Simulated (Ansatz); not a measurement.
## Response to strain in hypothetical NiAs type KI

Base system: KI in the NiAs type structure (space group P6_3/mmc, No. 194; a = 4.838 Å, c = 8.507 Å; a hypothetical phase, not in the database extracts checked). Axes: x lies along a and z along c of the hexagonal cell.

Strains are applied to the cell and any free atomic positions relax; under biaxial strain the out-of-plane vector relaxes too.

All numbers come from PBEsol/PAW in Ansatz (a quantum-chemistry and plane-wave program), no SOC.

| biaxial strain, plane normal [001], relaxed out of plane (%) | out-of-plane strain (%) |
|---|---|
| 0 | 0.00 |
| 0.28 | -0.16 |
| 0.37 | ? |
| 0.72 | -0.52 |
| 2.56 | -1.78 |

Task: Fit ε⊥ = −νε + γε² (strains in %) to the rows shown and predict the withheld row.

Result: Least squares on the printed values gives ν = 0.70 (the biaxial Poisson response) and γ = 0.001 (largest residual 0.04 %); this predicts -0.26 %, and the run gives -0.27 %, in agreement.

Stability against distortions was not tested.
